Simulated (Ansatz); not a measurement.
Worked example: self-consistent single point of TiB2Mo (Amm2, 4 atoms in the cell) in Ansatz (an electronic-structure program).

Method of the run: PBEsol, default PAW files made with PBE (plane waves; Ansatz).

```xyz
4
Lattice="3.0671 0.0000 0.0000 0.0000 1.5808 4.2005 0.0000 -1.5808 4.2005" Properties=species:S:1:pos:R:3 pbc="T T T"
Ti     0.0000     0.0000     1.2875
B      1.5336     0.0000     4.6941
B      0.0000     0.0000     3.6960
Mo     1.5336     0.0000     7.1746
```

Reference input (self-consistent single point, DFT, PBEsol, plane waves, default PAW files made with PBE): basis.ecutwfc = 420 eV; kpoints.mp_grid.grid = 11 11 11; hamiltonian.xc = pbesol; hamiltonian.pseudopotentials = {kind: paw} (the program's default PAW files); scf.occupations.method = gaussian; scf.occupations.width = 0.1 eV. This run's input differs from it in these lines:

Ansatz 0.2 input:
```diff
@@ -14,3 +14,3 @@
 kpoints:
-  mp_grid: { grid: [11, 11, 11] }
+  mp_grid: { grid: [8, 8, 8], shift: [0.5, 0.5, 0.5] }
 hamiltonian:
```

The program printed (abridged):

```
SCF iter   1: F=—  HF=-7680.203940 eV  |F-HF|=—  |Δ(HF+E_count)|=         —  Δρ=8.05e-3  dr2=5.29e-2  ethr=1.77e-3  ⟨swp⟩=4.8  Hψ=6504  notcnv=0
all-band conjugate gradients solve this SCF's bands
preconditioner: auto → none
SCF iter   2: F=—  HF=-7680.193853 eV  |F-HF|=—  |Δ(HF+E_count)|=   1.01e-2  Δρ=2.54e-3  dr2=3.19e-3  ethr=1.65e-4  ⟨swp⟩=2.0  Hψ=2681  notcnv=0
SCF iter   3: F=—  HF=-7680.193100 eV  |F-HF|=—  |Δ(HF+E_count)|=   7.53e-4  Δρ=1.17e-3  dr2=4.35e-4  ethr=9.97e-6  ⟨swp⟩=2.1  Hψ=2442  notcnv=0
SCF iter   4: F=—  HF=-7680.193046 eV  |F-HF|=—  |Δ(HF+E_count)|=   5.36e-5  Δρ=5.01e-4  dr2=5.52e-5  ethr=1.36e-6  ⟨swp⟩=2.5  Hψ=2150  notcnv=0
SCF iter   5: F=—  HF=-7680.193041 eV  |F-HF|=—  |Δ(HF+E_count)|=   4.74e-6  Δρ=1.07e-4  dr2=2.02e-6  ethr=1.72e-7  ⟨swp⟩=2.4  Hψ=2126  notcnv=0
SCF iter   6: F=-7680.193041 eV  HF=-7680.193041 eV  |F-HF|=5.22e-9  |Δ(HF+E_count)|=   4.78e-8  Δρ=1.48e-5  dr2=3.65e-8  ethr=3.13e-10  ⟨swp⟩=3.1  Hψ=6688  notcnv=0
SCF 1 converged in 6 iterations: F = -7680.193041 eV  dr2 = 3.65e-8
Free energy (F): -7680.193041 eV
Internal energy: -7680.189925 eV  (E = F + TS)
E sigma→0 (E₀):  -7680.191483 eV
Entropy (-TS):   -0.003117 eV (-0.779 meV/atom)
Fermi energy:    17.456024 eV
--- Forces (eV/Å), atoms counted from 1 ---
  atom   1  Ti     0.00000000     0.00000000    -0.92761255
  atom   2  B      0.00000000     0.00000000     0.23347541
  atom   3  B      0.00000000     0.00000000     0.33690046
  atom   4  Mo     0.00000000     0.00000000     0.35720711
--- Stress (GPa, compression-positive) ---
       -1.824264       0.000000       0.000000
        0.000000      -3.686753       0.000000
        0.000000       0.000000      -2.027881
  P = ⅓ Tr σ = -2.5130 GPa (-25.130 kbar)
  The stress holds the Pulay correction. Without it, at fixed plane waves, as pw.x and ABINIT print it: P = -2.6348 GPa
```

The run converged in 6 iterations. Against the reference run the free energy hardly moves (within 1 meV/atom), the pressure hardly changes (-2.50 to -2.51 GPa) and the largest force goes from 0.913 to 0.928 eV/Å.

The starting cell comes from a database of computed structures (which also holds hypothetical and non-ambient phases and stackings), without a prior relaxation at this level. Its lattice was rescaled by up to half a per cent. One atom was moved a little off its site on purpose. Spin polarisation is off. Ansatz's pressure includes its estimate of the finite-basis (Pulay) stress.
